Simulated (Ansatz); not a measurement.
A working Ansatz (a program for electronic structure) input for LaGa3Cu (I4mm, 5 atoms in the cell) (DFT, LDA (PW92), plane waves, default PAW files made with PBE):

Ansatz 0.2 input:
```yaml
# LaGa3Cu
crystal:
  lattice:
    - [-2.14185000, 2.14185000, 5.22410000]
    - [2.14185000, -2.14185000, 5.22410000]
    - [2.14185000, 2.14185000, -5.22410000]
  atoms:
    - { symbol: La, position: [0.13360000, 0.13360000, 0.00000000] }
    - { symbol: Cu, position: [0.52040000, 0.52040000, 0.00000000] }
    - { symbol: Ga, position: [0.88270000, 0.38270000, 0.50000000] }
    - { symbol: Ga, position: [0.38270000, 0.88270000, 0.50000000] }
    - { symbol: Ga, position: [0.75150000, 0.75150000, 0.00000000] }
basis:
  ecutwfc: 420.0 eV
kpoints:
  mp_grid: { grid: [9, 9, 9] }
hamiltonian:
  xc: lda
  pseudopotentials: { kind: paw }
scf:
  occupations: { method: methfessel_paxton, width: 0.136 eV }
output:
  forces: true
  eigenvalues: true
  stress: true
```

The run converged in 10 iterations: free energy E − TS (on the zero of these files) -23755.4309 eV; Fermi level (on the code's own zero) 11.81 eV; pressure -5.06 GPa; largest force (vector length) 0.954 eV/Å. Each of these slips is then made, one at a time:

(1)
```diff
+  convergence: { dr2_threshold: 1.0e-02 eV }
```

(2)
```diff
-  occupations: { method: methfessel_paxton, width: 0.136 eV }
+  occupations: { method: fixed }
```

Q: How does each altered input end?

A: 
(1) A convergence threshold that is too loose. The run converged in 3 iterations, and against the sound input the free energy stays essentially unchanged (within 1 meV/atom), the pressure hardly changes (-5.06 to -5.00 GPa) and the largest force hardly changes (0.954 to 0.957 eV/Å).

(2) An odd electron count with paired, fixed occupations. The program stopped before any SCF iteration.
```
Error: inconsistent input (scf.occupations.method, magnetization): a σ = 0 step fill (method: fixed, or a smearing width below the step floor) cannot realise an odd electron count (69) without a locked total moment — the per-k integer fill puts the same N_el/2 bands in each spin channel; set magnetization.spin_polarized: true with magnetization.spi [...]
```

The starting cell comes from a database of published, mostly measured structures (it also holds non-ambient and calculated ones), without a prior relaxation at this level. Spin polarisation is off. In the base run, with a pressure of about -5 GPa the cell is away from its equilibrium volume at this level. Ansatz's pressure includes its estimate of the finite-basis (Pulay) stress.

Left out of this page: 4 runs of the series outside the window shown, repeating another row's setting, or not comparable; 1 run of the series unsound by tests on forces, stress, charge or solver warnings.
